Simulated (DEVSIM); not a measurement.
Structure: GaAs p-n junction from an implanted or diffused profile, at 400 K.

| layer (left to right) | material | thickness (μm) | Nd (cm⁻³) | τn (s) | τp (s) |
|---|---|---|---|---|---|
| 1 | GaAs | 150 | 6.6e15 | 7.2e-10 | 7.2e-10 |

Added acceptor profile: 2.6e17 cm⁻³ × exp(−(x − 0.054 μm)²/(2·(0.14 μm)²)). Left contact: ohmic. Right contact: ohmic. Voltage is applied to the left contact. Recombination: SRH at mid-gap, Auger. Mobility is μmin + (μ − μmin)/(1 + (N/Nref)^α).

Constants are typed, rounded textbook-type inputs, not results; the design itself was drawn at random and stands for no fabricated device. Values at 300 K; Nc and Nv go as T^1.5, mobilities as T to minus their exponent, the gap by Varshni's rule with the affinity fixed.

```
parameter             GaAs
----------------  --------
gap (eV)             1.424
affinity (eV)         4.07
permittivity          12.9
Nc (cm⁻³)           4.7e17
Nv (cm⁻³)             9e18
μn (cm²/Vs)           8500
μp (cm²/Vs)            400
μn,min                 500
μp,min                  20
Nref,n                6e16
Nref,p              1.5e17
αn                    0.39
αp                    0.38
T exponent of μn       2.1
T exponent of μp       2.2
Cn (cm⁶/s)           1e-30
Cp (cm⁶/s)           1e-30
Varshni α (eV/K)  0.000541
Varshni β (K)          204
```

Model (solved in DEVSIM): 1D drift-diffusion, Boltzmann statistics, complete ionisation; no tunnelling, impact ionisation, image-force lowering or self-heating.

Base results: dark forward voltage at 1 A/cm² (V) 0.755; dark forward voltage at 100 A/cm² (V) 1.347; potential step across the device at zero bias (V) 1.075.

Q: What follows from this one change: doping Nd of layer 1 6.6e+15 → 6.6e+16 cm^-3?

A: dark forward voltage at 1 A/cm² 0.755 → 0.771 V; dark forward voltage at 100 A/cm² 1.347 → 0.995 V; potential step across the device at zero bias 1.075 → 1.144 V.

Q: What follows from this one change: temperature 400 → 350 K?

A: dark forward voltage at 1 A/cm² 0.755 → 0.867 V; dark forward voltage at 100 A/cm² 1.347 → 1.338 V; potential step across the device at zero bias 1.075 → 1.148 V.

Q: What follows from this one change: minority lifetime in layer 1 7.2e-10 → 2.2e-11 s?

A: dark forward voltage at 1 A/cm² 0.755 → 0.684 V; dark forward voltage at 100 A/cm² 1.347 → 1.330 V; potential step across the device at zero bias little changed (1.075 V).

Q: What follows from this one change: straggle of the profile 0.14 → 0.07 μm?

A: dark forward voltage at 1 A/cm² 0.755 → 0.750 V; dark forward voltage at 100 A/cm² 1.347 → 1.337 V; potential step across the device at zero bias 1.075 → 1.067 V.

Q: What follows from this one change: constant mobility in place of the doping-dependent one?

A: dark forward voltage at 1 A/cm² 0.755 → 0.741 V; dark forward voltage at 100 A/cm² 1.347 → 1.218 V; potential step across the device at zero bias little changed (1.075 V).
